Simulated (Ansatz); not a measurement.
Results of LDA (plane waves, PAW; Ansatz, a quantum-chemistry and plane-wave program) for BN (R3m, No. 160, 2 atoms in the cell; start mp-13150; a measured phase of this formula has another space group).

Numerical settings: plane-wave cutoff 520 eV, 16×16×16 k mesh, Fermi–Dirac smearing 0.01 eV, scalar-relativistic PAW data made under PBE.

Computed at the level's own relaxed cell.

```
BN
1.0
    1.24435     0.71842     3.22724
   -1.24435     0.71842     3.22724
    0.00000    -1.43685     3.22724
B N
1 1
Direct
  0.99974   0.99974   0.99974
  0.33269   0.33269   0.33269
```

Q: List the 5 lowest band energies at Γ above −25 eV (eV, relative to the valence band maximum), grouping those that round alike.

A: At Γ: -17.79, -4.11, -1.34 (×2), 5.08.

A start named mp-… is a Materials Project structure, which need not be a measured phase.
